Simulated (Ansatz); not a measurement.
# Amorphous Si$_{30}$N$_{41}$Ga

Preparation: random packing, a CHGNet melt and quench, and a DFT relaxation. N atoms were pushed apart under 1.9 Å during the dynamics, to hinder bonds among them. The hot cell started wider than the set density and was brought back towards it in steps. It is the lowest in DFT energy of 2 quenches. It is a model cell: composition and starting density were chosen by hand, and all elements were melted together. No dispersion term was used.

Methods: PBE, scalar-relativistic without spin-orbit coupling (Ansatz, a first-principles code); r2SCAN, scalar-relativistic without spin-orbit coupling (Ansatz); HSE06, scalar-relativistic without spin-orbit coupling (Ansatz). Geometry, pressure, stress and energy are those of the PBE run. Its sampling: a 2×2×2 Γ-centred mesh; Fermi-Dirac width 0.02 eV; no spin polarisation. Other functionals are single points at the zone centre (r2SCAN at 500 eV; exact exchange cut at the cell's faces), free to take moments where seeds were set. At PBE the levels at the filled edge of the gap are localised (band-tail or defect states), and the nearest spread-out levels lie 3.0 eV apart at the zone centre.

```json
{
 "number_of_atoms_in_the_cell": "72",
 "Density (held, not predicted)": "3.04 g/cm³",
 "volume_per_atom": "11.27 Å^3",
 "Pressure on a 2×2×2 Γ-centred mesh": "-0.65 GPa",
 "Largest force and stress component on that mesh (the relaxation ran on the zone centre alone)": "0.17 eV/Å and 0.7 GPa",
 "Energy relative to beta Si3N4 + wurtzite GaN (lowest mix at this level among the phases computed, not always the ambient ones)": "0.282 eV/atom",
 "Level gap on a 2×2×2 Γ-centred mesh (PBE)": "2.60 eV",
 "Level gap at the zone centre (PBE)": "2.72 eV",
 "Level gap at the zone centre (r2SCAN)": "3.15 eV",
 "Level gap at the zone centre (HSE06)": "4.07 eV"
}
```

Neighbours within Si-Si 2.60 Å, Si-N 2.24 Å, Si-Ga 2.56 Å, N-N 1.70 Å, N-Ga 2.32 Å, Ga-Ga 2.68 Å count as bonded. Two cations that share two anions don't count as bonded, nor two that share one unless they lie closer than Si-Si 2.38 Å, Si-Ga 2.49 Å, Ga-Ga 2.61 Å.

| Property | Value |
|---|---|
| Mean coordination of Si by anions | 4.07 (28 with 4, 2 with 5) |
| Mean coordination of N | 3.05 (1 with 2, 37 with 3, 3 with 4) |
| Mean coordination of Ga by anions | 3.00 (1 with 3) |
| Mean Si-N bond | 1.772 Å (spread 0.071 Å, 122 counted) |
| Mean N-Ga bond | 1.879 Å (spread 0.029 Å, 3 counted) |

Its density started from a set value of 3.04 g/cm³. The quench (nominally 300 K/ps over its main leg) was far faster than any real one, so the model tends to hold more defects than a real film. A cell of this size samples the disorder only roughly. The volume was held where the preparation left it and the shape relaxed, at a PBE pressure of -0.6 GPa (tension). Stress components on the final sampling reach 0.7 GPa. On a 2×2×2 Γ-centred mesh force components of up to 0.17 eV/Å stay, since the relaxation ran on the zone centre alone.
